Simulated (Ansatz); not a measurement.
Base system: SnTe in the rock salt structure (space group Fm-3m, No. 225; a = 6.370 Å). Axes: x, y, z lie along the cube axes.

Structures relaxed with Ansatz (a program for electronic structure) r2SCAN, no spin-orbit coupling.

Base:

Simulated powder pattern, Cu Kα1, λ = 1.54056 Å (kinematic, ideal powder, no thermal factors, no anomalous dispersion; the 10 strongest lines at most, above 2 %, up to 2θ = 90°):

| 2θ (°) | I/Imax (%) | hkl |
|---|---|---|
| 27.99 | 100 | (200) |
| 40.00 | 76 | (220) |
| 49.53 | 27 | (222) |
| 57.85 | 13 | (400) |
| 65.47 | 35 | (420) |
| 72.65 | 25 | (422) |
| 86.32 | 8.2 | (440) |

After one change:

Simulated powder pattern, Cu Kα1, λ = 1.54056 Å (kinematic, ideal powder, no thermal factors, no anomalous dispersion; the 10 strongest lines at most, above 2 %, up to 2θ = 90°):

| 2θ (°) | I/Imax (%) |
|---|---|
| 27.99 | 100 |
| 28.87 | 46 |
| 40.00 | 38 |
| 40.64 | 73 |
| 50.07 | 39 |
| 57.85 | 13 |
| 65.47 | 17 |
| 65.93 | 17 |
| 67.30 | 16 |
| 73.09 | 25 |

Name the change that was made.
A) uniaxial strain ε_yy = −2.98 %
B) isotropic strain −1.05 %
C) isotropic strain +1.05 %
D) tensor shear ε_yz = −0.71 %

A, uniaxial strain ε_yy = −2.98 %. Its volume per atom is 31.35 Å³ against 32.31 Å³, and its space group is I4/mmm (No. 139).

No phonon test of stability was made. All final runs are without spin polarisation.
